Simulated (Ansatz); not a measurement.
**How the lattice parameter a of Sb (model structure, I-43m, No. 217, 4 atoms in the cell) moves with the method**

No measured value is used here.

```
level (code)           value (Å)
---------------------  ---------
LDA (Ansatz)               6.573
PBE (Ansatz)                   …
PBEsol (Ansatz)            6.670
PBE-D3(BJ) (Ansatz)        6.609
r²SCAN (Ansatz)                …
r²SCAN+rVV10 (Ansatz)      6.896
```

Q: Some entries are withheld; supply them.

A: 
- PBE (Ansatz, an electronic-structure program), value (Å): 7.079
- r²SCAN (Ansatz), value (Å): 7.110

Cutoffs differ between the levels. Ansatz's density-functional and Hartree–Fock values are scalar-relativistic unless marked +SOC, with PAW data made under PBE.

A model structure was made by putting elements into a prototype or built by hand; it is no filed structure, need not be a known phase, and can be a saddle point held by its symmetry.
